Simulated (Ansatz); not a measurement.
Where the default PAW files enter, the runs use the earlier of Ansatz's two default sets.

Consider the following.

```
CELL_PARAMETERS angstrom
      3.18693     0.00000     0.00000
     -1.59347     2.75996     0.00000
      1.59347    -0.91999     2.60212
ATOMIC_POSITIONS crystal
  Ga 0.00000 0.00000 0.00000
  N  0.75000 0.25000 0.75000
```

Space group of this cell: F-43m, zinc blende. The cell is taken as given; by r2SCAN its mean pressure is -1.1 GPa.

These are r2SCAN (plane waves, PAW; Ansatz, a quantum-chemistry and plane-wave program) values and carry that method's errors.

The current runs along the normal of the first two printed vectors; no spin-orbit coupling. Scaled by the factor s: both lengths across the current (ions clamped). Meshes 12×12×12 and 12×12 across the current in all rows.

| s | mean pressure (GPa) | band gap (eV) |
|---|---|---|
| 0.98 | 7.4 | 2.36 |
| 1.00 | -1.1 | 2.13 |
| 1.02 | -8.0 | ? |

Question: Take the slope of the band gap against ln s from the two given rows, extrapolate to s = 1.02, and say what the run there gives.

Answer: Slope = (2.36 − 2.13) / ln 0.98 = -11.4 eV. The line gives 2.13 + (-11.4) × ln 1.02 = 1.90 eV. The run gives 1.81 eV, 0.09 eV under the line, 42 % of the predicted step.
